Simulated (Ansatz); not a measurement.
The starting structures come from a database of crystals and need not be the phases stable at ambient conditions.

Inside the gap of an insulator the Bloch states are evanescent, with a wavenumber k + iκ along the transport direction.

Given:

```
BaNiF6
1.0
    4.82112     0.00000     0.00000
   -0.72851     4.76576     0.00000
    0.72851     0.84834     4.68965
Ba Ni F
1 1 6
Direct
  0.50000   0.50000   0.50000
  0.00000   0.00000   0.00000
  0.26516   0.92635   0.73484
  0.73484   0.07365   0.26516
  0.26516   0.26516   0.07365
  0.73484   0.73484   0.92635
  0.92635   0.26517   0.73484
  0.07365   0.73484   0.26516
```

Space group of this cell: R-3m. The cell is taken as given; by r2SCAN its mean pressure is -0.6 GPa.

Transport runs along the normal of the first two printed cell vectors, the (101) plane of the conventional cell.

No gap correction and no spin-orbit coupling; mid-gap values are interpolated between computed energies.

Question: Give the band gap and the smallest decay constant κ at mid-gap that r2SCAN (Ansatz, a quantum-chemistry and plane-wave program) yields.

Answer: Gap 2.16 eV on a 6×6×6 mesh; κ = 0.504 1/Å, at the zone centre.
